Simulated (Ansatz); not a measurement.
SiO₂, treated with r²SCAN (Ansatz, a program for electronic structure, PAW).

Numerical settings: plane-wave cutoff 600 eV, 12×12×8 k mesh (along the axes of the cell as run), Fermi–Dirac smearing 0.03 eV, scalar-relativistic PAW data made under PBE.

Starting structure:

```
O2Si
1.0
    5.01300     0.00000     0.00000
   -2.50650     4.34139     0.00000
    0.00000     0.00000     5.47000
Si O
3 6
Direct
  0.50000   0.00000   0.00000
  0.00000   0.50000   0.66667
  0.50000   0.50000   0.33333
  0.80300   0.60600   0.50000
  0.39400   0.19700   0.16667
  0.80300   0.19700   0.83333
  0.19700   0.39400   0.50000
  0.60600   0.80300   0.16667
  0.19700   0.80300   0.83333
```

Question: Into what structure does the relaxation of cell and atoms lead at this level, with the symmetry of the start kept?

Answer: The volume rises by 3.2 %; final space group P6_222.
```
O2Si
1.0
    5.05936     0.00000     0.00000
   -2.52968     4.38154     0.00000
    0.00000     0.00000     5.54065
Si O
3 6
Direct
  0.50000   0.00000   0.00000
  0.00000   0.50000   0.66667
  0.50000   0.50000   0.33333
  0.79174   0.58348   0.50000
  0.41652   0.20826   0.16667
  0.79174   0.20826   0.83333
  0.20826   0.41652   0.50000
  0.58348   0.79174   0.16667
  0.20826   0.79174   0.83333
```

Note: symmetry holds this phase in the static calculation, where it need not be a minimum; held by symmetry at 0 K, a high-temperature phase can be a saddle point.
